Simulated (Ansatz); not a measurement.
System: 1T (CdI2-type) MgI2. Method: r²SCAN0 (Ansatz, a quantum-chemistry and plane-wave program, plane waves, PAW).

Numerical settings: plane-wave cutoff 520 eV, 9×9×4 k mesh (along the axes of the cell as run), Fermi–Dirac smearing 0.01 eV, scalar-relativistic PAW data made under PBE.

Cell (relaxed at this level):

```cif
data_I2Mg
_chemical_formula_sum 'Mg1 I2'
_space_group_name_H-M_alt 'P 1'
_space_group_IT_number 1
_cell_length_a 4.16970
_cell_length_b 4.16970
_cell_length_c 7.13848
_cell_angle_alpha 90.000
_cell_angle_beta 90.000
_cell_angle_gamma 120.000
loop_
_space_group_symop_operation_xyz
  'x, y, z'
loop_
_atom_site_label
_atom_site_type_symbol
_atom_site_fract_x
_atom_site_fract_y
_atom_site_fract_z
_atom_site_occupancy
Mg1 Mg 0.00000 0.00000 0.00000 1
I1 I 0.33333 0.66667 0.23204 1
I2 I 0.66667 0.33333 0.76796 1
```

### Question
Estimate the band gap and smallest direct gap on the k points sampled that the calculation returns.

### Answer

- band gap: 5.67 eV
- smallest direct gap on the k points sampled: 5.96 eV

Note: the cell comes from a level without a dispersion term, which matters for the spacing of layers, chains or molecules; the cell has widely spaced layers and the level no dispersion term, so their spacing and the moduli can rest on weak binding.

Spin–orbit coupling is not included; with these elements it can move the gap by several tenths of an eV or more.
